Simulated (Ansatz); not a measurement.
# Effect of isotropic strain +5.87 % on FeO

Base system: FeO in the rock salt structure (space group Fm-3m, No. 225; a = 4.311 Å; ferromagnetic; relaxed with 0.1 eV smearing).

Now apply this change: an isotropic linear strain of +5.87 %, atoms relaxed at fixed cell.

Calculations: PBE (Ansatz, an electronic-structure program; PAW; 420 eV plane waves; no spin-orbit coupling). Settings: 23×23×23 k-points, 0.1 eV Fermi–Dirac smearing.

The volume per atom rises by 1.87 Å³ to 11.88 Å³ and the space group stays Fm-3m (No. 225). The shortest interatomic distance rises by 0.127 Å, from 2.155 Å to 2.282 Å and the energy increases by 145 meV/atom. The pressure goes from zero to -21.2 GPa and the band gap remains zero. The magnetic state stays ferromagnetic and the largest site moment grows by 0.078 μB, from 3.45 μB to 3.52 μB.

Final structure:

```xyz
2
Lattice="0.0000 2.2818 2.2818 2.2818 0.0000 2.2818 2.2818 2.2818 0.0000" Properties=species:S:1:pos:R:3 pbc="T T T"
O      0.0000     0.0000     0.0000
Fe     2.2818     2.2818     2.2818
```

No phonon test of stability was made. No Hubbard U is applied and the magnetic state is the run's own (FeO ferromagnetic); small cells can't hold the antiferromagnetic order that many such compounds have, so gaps and moments can be off. In its common phase, real FeO is an antiferromagnetic insulator at low temperature.
